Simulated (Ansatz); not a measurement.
Take Sc in the hcp (Mg type) structure (space group P6_3/mmc, No. 194; a = 3.277 Å, c = 5.085 Å) as the base.

Structures relaxed with DFT with PBEsol, PAW potentials and a 420 eV plane-wave cutoff in Ansatz (a first-principles code), no spin-orbit coupling.

Base:

Simulated powder pattern, Cu Kα1, λ = 1.54056 Å (kinematic, ideal powder, no thermal factors, no anomalous dispersion; the 10 strongest lines at most, above 2 %, up to 2θ = 90°):

```csv
2θ (°),I/Imax (%),hkl
31.50,25,(100)
35.27,24,(002)
36.22,100,(101)
48.00,14,(102)
56.08,17,(110)
63.92,16,(103)
65.75,2.4,(200)
68.01,17,(112)
68.60,13,(201)
76.87,2.9,(202)
```

One thing is altered: full substitution Sc → Hf; the structure is relaxed again.

After the change:

Simulated powder pattern, Cu Kα1, λ = 1.54056 Å (kinematic, ideal powder, no thermal factors, no anomalous dispersion; the 10 strongest lines at most, above 2 %, up to 2θ = 90°):

```tsv
2θ (°)	d (Å)	I/Imax (%)	hkl
32.71	2.736	24	(100)
35.89	2.500	25	(002)
37.44	2.400	100	(101)
49.34	1.846	16	(102)
58.37	1.580	19	(110)
65.53	1.423	20	(103)
70.46	1.335	22	(112)
71.44	1.319	16	(201)
79.87	1.200	3.9	(202)
85.30	1.137	3.4	(104)
```

The indices refer to each structure's own conventional cell; one index is shown for lines that coincide.

No phonon test of stability was made. All final runs are without spin polarisation.
